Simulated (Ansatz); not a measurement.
## A computed series for CsGeBr3: response to strain

Start from CsGeBr3 in the cubic perovskite structure (space group Pm-3m, No. 221; a = 5.475 Å; a cell from a computed database, its experimental status unchecked). Axes: x, y, z lie along the cube axes.

Strains are applied to the cell and any free atomic positions relax; under biaxial strain the out-of-plane vector relaxes too.

Levels (all Ansatz, a program for electronic structure, PAW): PBEsol (420 eV, scalar-relativistic without spin-orbit coupling); r2SCAN (500 eV, no spin-orbit coupling).

Band gaps by level, all at the geometries relaxed with PBEsol:

| case | PBEsol | r2SCAN |
|---|---|---|
| base | 0.35 eV | 0.51 eV |
| biaxial strain +0.89 %, plane normal [001], relaxed out of plane | 0.39 eV | 0.56 eV |
| biaxial strain +1.80 %, plane normal [111], relaxed out of plane | 0.38 eV | 0.55 eV |

Single points use the geometry relaxed with PBEsol. Stability against distortions was not tested. Many cubic perovskites are stable only at high temperature; tilts and polar distortions were not tested.
